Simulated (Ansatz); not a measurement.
Results of PBE-D4 (PAW; Ansatz, a first-principles code) for C11b WSi2.

Settings: plane-wave cutoff 520 eV, 24×24×24 k mesh, Fermi–Dirac smearing 0.05 eV, no spin polarisation, scalar-relativistic PAW data made under PBE.

Cell (relaxed at this level):

```xyz
3
Lattice="-1.5986 1.5986 3.9037 1.5986 -1.5986 3.9037 1.5986 1.5986 -3.9037" Properties=species:S:1:pos:R:3 pbc="T T T"
Si     0.0000     0.0000     5.1984
Si     0.0000     0.0000     2.6089
W      0.0000     0.0000     0.0000
```

Q: Predict the bulk modulus and pressure derivative B′ of the bulk modulus.

A: 
* **bulk modulus**: 233 GPa
* **pressure derivative B′ of the bulk modulus**: 4.4

The run finds no gap.

Note: the bulk modulus comes from volumes at which shape and atoms were relaxed.

Spin–orbit coupling is not included.

Cost on a shared machine: very roughly 20 core-minutes.
